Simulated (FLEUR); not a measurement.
FLEUR run on SnTe (Fm-3m, 2 atoms in the cell): self-consistent single point.

Level of theory: FLEUR with LDA (Perdew-Zunger), all-electron FLAPW (FLEUR), scalar-relativistic valence with spin-orbit coupling in second variation.

```
SnTe
1.0
    0.00000     3.21767     3.21767
    3.21767     0.00000     3.21767
    3.21767     3.21767     0.00000
Sn Te
1 1
Direct
  0.00000   0.00000   0.00000
  0.50000   0.50000   0.50000
```

Reference input (self-consistent single point, DFT, PBEsol, all-electron FLAPW (FLEUR), scalar-relativistic valence): Kmax = 3.8 1/bohr; GmaxXC = 13.3 1/bohr; xcFunctional = PBEs; jspins = 1; l_soc = F; mode = hist; fermiSmearingEnergy = 0.00367493 Htr; mesh (inpgen div1-3) = 8 8 8; inpgen gamma flag = true; Gmax = 13.3 1/bohr; numbands = 0; maxIterBroyd = 99. This run's input differs from it in these lines:

```diff
@@ -14,4 +14,5 @@
 &comp jspins=1 /
-&exco xctyp='PBEs' /
+&exco xctyp='pz' /
 &kpt div1=8 div2=8 div3=8 gamma=t /
+&soc 0.0 0.0 /
 &end /
@@ -27,7 +28,7 @@
       <coreElectrons ctail="T" frcor="F" kcrel="0" coretail_lmax="0"/>
-      <xcFunctional name="PBEs" relativisticCorrections="F"/>
+      <xcFunctional name="pz" relativisticCorrections="F"/>
       <magnetism jspins="1"/>
-      <soc l_soc="F" theta="0.0" phi="0.0" spav="F"/>
+      <soc l_soc="T" theta="0.0" phi="0.0" spav="F"/>
       <expertModes spex="0" secvar="F"/>
-      <geometryOptimization l_f="T" forcealpha="1.0" forcemix="BFGS" epsdisp="0.00001" epsforce="0.00001"/>
+      <geometryOptimization l_f="F" forcealpha="1.0" forcemix="BFGS" epsdisp="0.00001" epsforce="0.00001"/>
       <ldaU l_linMix="F" mixParam="0.05" spinf="1.0"/>
```

Output, abridged:

```
 Iteration:     1   Distance:       2.99082068 me/bohr^3
 Iteration:     2   Distance:       2.75105130 me/bohr^3
 Iteration:     3   Distance:       1.45145297 me/bohr^3
 Iteration:     4   Distance:       0.62066887 me/bohr^3
 Iteration:     5   Distance:       0.44251965 me/bohr^3
   [... 8 lines left out ...]
 Iteration:    14   Distance:       0.00004485 me/bohr^3
 Iteration:    15   Distance:       0.00003392 me/bohr^3
 Iteration:    16   Distance:       0.00002063 me/bohr^3
 Iteration:    17   Distance:       0.00000919 me/bohr^3
 Run finished successfully
 Stop message:
   all done

[file out, last iteration]
             iter=     17
[...]
          total density-effective poten   -2.1532368515E+04
          total charge density-energy d   -3.3043380517E+02
 Updated energy parameters for spin:           1
[...]
 fermi energy and band-weighting factors:
   [... 9 lines left out ...]

[...]
FERMIE:
          first approx. to ef    (T=0)  :   0.213790 htr   (energy of the highest occ. eigenvalue)
          number of occ. states  (T=0)  :       2340
          first approx. to seigv (T=0)  : -33.711122 htr
          sum of weights of occ. states :  30.000000
          sum of semicore charge        :   0.000000 e
FERHIS:  Fermi-Energy by histogram:
          bandgap                     :   0.003136 htr
   [... lines left out ...]
          charge neutrality (T=0)     :   0.000000    (zero if the highest occ. eigenvalue is "entirely" occupied)
     EF_NEWTON:  Adjust Fermi-Energy by Newton-Method.
 Direct bandgap for spin            1 :    3.1359356934295701E-003  Htr
 ---->    free energy=                    -12965.1417149217 htr
   [... lines left out ...]
 TOTAL FORCE FOR ATOM TYPE=  2  X=  6.081   Y=  6.081   Z=  6.081
                       FX_TOT= 0.000000 FY_TOT= 0.000000 FZ_TOT= 0.000000
No new postions, force convergence required= 0.00001; max force distance= 0.00000
---->    distance of charge densities for spin  1                 it=   17:     0.000009 me/bohr**3
GENERALIZED ANDERSON MIXING: alpha=   0.05000 History-length=16
     ******* it= 17  is completed********
```

The run converged in 17 iterations. 

The starting cell comes from a database of computed structures (which also holds hypothetical and non-ambient phases and stackings), without a prior relaxation at this level. Its lattice was rescaled by a random factor within 2.5 % of one. Values depend on the basis (sphere radii, cutoffs, local orbitals), which need not be converged. No gap is read from this output. The log's line on a gap gives a spacing of levels on this mesh, which the program prints for metals too.

Cost on one core of a shared machine: roughly 90 s.
